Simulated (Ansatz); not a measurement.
Start from TiAl3 (space group I4/mmm, No. 139; a = 3.818 Å, c = 8.544 Å; relaxed with 0.1 eV smearing). Axes: x, y, z lie along a, b, c of the conventional cell.

The values are results of PBEsol/PAW in Ansatz (a first-principles code), no spin-orbit coupling, earlier PAW set, not measurements.

Strains are applied to the cell and any free atomic positions relax.

One change was made to it. Results:

| quantity | base | after |
|---|---|---|
| pressure (mean of the normal stresses, compression positive) | 0.0 GPa | 5.3 GPa |
| energy relative to the base (free energy F) | 0 meV/atom | +18 meV/atom |

Problem. What was done to the base?
A. tensor shear ε_xz = +0.98 %
B. strain tensor (xx, yy, zz, yz, xz, xy) = (+0.39, −2.39, −2.21, +1.47, −0.21, +0.09) %
C. uniaxial strain ε_yy = +1.99 %
D. isotropic strain −3.04 %

Solution. B, strain tensor (xx, yy, zz, yz, xz, xy) = (+0.39, −2.39, −2.21, +1.47, −0.21, +0.09) %. For comparison, the energy relative to the base in the other runs: isotropic strain −3.04 % gives +49 meV/atom; tensor shear ε_xz = +0.98 % gives +1.8 meV/atom; uniaxial strain ε_yy = +1.99 % gives +3.8 meV/atom.

Whether these cells are dynamically stable was not tested. The final runs are not spin-polarised.
